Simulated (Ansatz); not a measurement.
C: response to strain

Consider C in the diamond structure (space group Fd-3m, No. 227; a = 3.532 Å). Axes: x, y, z lie along the cube axes.

Strains are applied to the cell and any free atomic positions relax.

Level of theory: Ansatz (a quantum-chemistry and plane-wave program) LDA, without spin-orbit coupling.

Notes on the quantities. energy relative to the base: free energy F; pressure: mean of the normal stresses, compression positive.

| variant | energy relative to the base | smallest direct gap | pressure | shortest interatomic distance | gap character |
|---|---|---|---|---|---|
| base | 0 meV/atom | 5.62 eV | 0.00 GPa | 1.529 Å | – |
| uniaxial strain ε_zz = −3.00 % | +18 meV/atom | 5.16 eV | 15.04 GPa | 1.514 Å | indirect, Γ → k = (3/8, 3/8, 0) in the run's primitive reciprocal basis |
| uniaxial strain ε_zz = −2.50 % | +12 meV/atom | 5.23 eV | 12.38 GPa | 1.517 Å | indirect, Γ → k = (3/8, 3/8, 0) in the run's primitive reciprocal basis |
| uniaxial strain ε_zz = −2.00 % | +7.8 meV/atom | 5.31 eV | 9.79 GPa | 1.519 Å | indirect, Γ → Γ–M (75 % along) |
| uniaxial strain ε_zz = −1.50 % | +4.4 meV/atom | 5.39 eV | 7.25 GPa | 1.522 Å | indirect, Γ → Γ–M (75 % along) |
| uniaxial strain ε_zz = −1.00 % | +1.9 meV/atom | 5.47 eV | 4.78 GPa | 1.524 Å | indirect, Γ → Γ–M (75 % along) |
| uniaxial strain ε_zz = +1.50 % | +4.3 meV/atom | 5.45 eV | -6.77 GPa | 1.537 Å | indirect, Γ → Γ–X (75 % along) |
| uniaxial strain ε_zz = +2.00 % | +7.5 meV/atom | 5.39 eV | -8.92 GPa | 1.540 Å | indirect, Γ → Γ–X (75 % along) |
| uniaxial strain ε_zz = +2.50 % | +12 meV/atom | 5.33 eV | -11.02 GPa | 1.542 Å | indirect, Γ → Γ–X (75 % along) |
| uniaxial strain ε_zz = +3.00 % | +17 meV/atom | 5.27 eV | -13.07 GPa | 1.545 Å | indirect, Γ → Γ–X (75 % along) |

Stability against distortions was not tested. Labels are those of the standard path for the cell's own space group.
